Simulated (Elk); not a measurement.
Input and output of a self-consistent single point for VN (Fm-3m, 2 atoms in the cell) (Elk).

Method of the run: PBE+U, all-electron FP-LAPW, Elk's shipped species files, APW+lo basis with extra local orbitals run with Elk.

```yaml
crystal:
  lattice:
    - [0.00000, 2.07000, 2.07000]
    - [2.07000, 0.00000, 2.07000]
    - [2.07000, 2.07000, 0.00000]
  atoms:
    - { symbol: V, position: [0.00000, 0.00000, 0.00000] }
    - { symbol: N, position: [0.50000, 0.50000, 0.50000] }
```

Reference input (self-consistent single point, DFT, PBE, all-electron FP-LAPW, Elk's shipped species files, APW+lo basis with extra local orbitals): xctype = 20; rgkmax = 8; stype = 0; swidth = 0.00367493 Ha; ngridk = 18 18 18; tforce = true; gmaxvr = 18 1/bohr; lmaxapw = 10; lmaxo = 8; nxlo = 2; lorbcnd = true; lradstp = 2. This run's input differs from it in these lines:

```diff
@@ -48,2 +48,6 @@
 
+dft+u
+  1 1
+  1 2  0.183747  0.000000
+
 avec
```

Output (repeated stretches shortened):

```
│ Self-consistent loop started │
│ Loop number : 1 │
 total energy                :     -1002.24466627
│ Loop number : 2 │
 total energy                :     -1001.09479375
RMS change in Kohn-Sham potential (target) :    1.286847327     (  0.1000000000E-05)
Absolute change in total energy (target)   :    1.149872526     (  0.1000000000E-03)
│ Loop number : 3 │
 total energy                :     -1001.28029693
RMS change in Kohn-Sham potential (target) :    1.289045790     (  0.1000000000E-05)
Absolute change in total energy (target)   :   0.1019649471     (  0.1000000000E-03)
│ Loop number : 4 │
   [... lines left out ...]
Absolute change in total energy (target)   :   0.2101736875E-03 (  0.1000000000E-03)
│ Loop number : 24 │
 total energy                :     -1004.03114877
RMS change in Kohn-Sham potential (target) :   0.1090471117E-05 (  0.1000000000E-05)
Absolute change in total energy (target)   :   0.5846790725E-04 (  0.1000000000E-03)
│ Loop number : 25 │
 total energy                :     -1004.03117368
RMS change in Kohn-Sham potential (target) :   0.4004676891E-06 (  0.1000000000E-05)
Absolute change in total energy (target)   :   0.1029236785E-04 (  0.1000000000E-03)
Convergence targets achieved

│ Loop number : 26 │

Energies :
 Fermi                       :     0.521184343407
 DFT+U                       :     0.315404641977E-01
 total energy                :     -1004.03116947

Density of states at Fermi energy :    41.00795692
 (states/Hartree/unit cell)

Estimated indirect band gap :   0.2042614632E-03
 from k-point    131 to k-point     31
Estimated direct band gap   :   0.3812583207E-02
 at k-point    112

Charges :
 core                        :    12.00000000
 valence                     :    18.00000000
 interstitial                :    3.199656805
 muffin-tins (core leakage)
  species :    1 (V)
   atom    1                 :    20.86788472     (  0.4605306358E-08)
  species :    2 (N)
   atom    1                 :    5.932458475     (  0.2254479806E-05)
   [... lines left out ...]
   total force               :    -0.00000000    0.00000000   -0.00000000
   total magnitude           :     0.00000000
 species :    2 (N)
  atom :    1
   Hellmann-Feynman          :    -0.00000000    0.00000000    0.00000000
   IBS                       :     0.00000000   -0.00000000   -0.00000000
   total force               :     0.00000000    0.00000000    0.00000000
   total magnitude           :     0.00000000
```

The run converged in 26 iterations. The count includes the last loop, which Elk runs after its targets are met. 

The starting cell has typed, rounded lattice constants, without a prior relaxation at this level. Spin polarisation is off, so a magnetic state, if there is one, cannot be reached. The U value is a test value, and with U on an open shell several self-consistent states can exist. Values depend on the basis (sphere radii, cutoffs, local orbitals), which need not be converged. The log's line on a gap gives a spacing of levels on this mesh, which the program prints for metals too.

Cost on one core of a shared machine: roughly 3 min.
